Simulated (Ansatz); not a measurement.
SiC, pressure series

Start from SiC in the wurtzite structure (space group P6_3mc, No. 186; a = 3.092 Å, c = 5.074 Å).

Cell and atoms are relaxed at each pressure.

Calculations: Kohn–Sham DFT with the PBE functional, run in Ansatz (a program for electronic structure) with PAW and 420 eV plane waves, no spin-orbit coupling, earlier PAW set.

| pressure (GPa) | volume per atom (Å³/atom) |
|---|---|
| -2 | 10.603 |
| 0 | 10.503 |
| 0.3 | 10.488 |
| 0.7 | 10.468 |
| 1.5 | 10.430 |
| 3 | 10.361 |
| 5 | ? |
| 7.5 | 10.163 |
| 10 | 10.061 |

Fit the third-order Birch–Murnaghan form P(V) = (3B₀/2)[(V₀/V)^(7/3) − (V₀/V)^(5/3)]·[1 + (3/4)(B₀′ − 4)((V₀/V)^(2/3) − 1)] (squares taken in P) to the rows shown and predict the withheld row.

Least squares on the printed values gives V₀ = 10.503 Å³/atom, B₀ = 214 GPa, B₀′ = 3.8; this predicts 10.270 Å³/atom, and the run gives 10.270 Å³/atom, in agreement.

Load acts through the strain it causes; cell and atoms are relaxed under it. No phonon test of stability was made. Competing high-pressure phases were not computed.
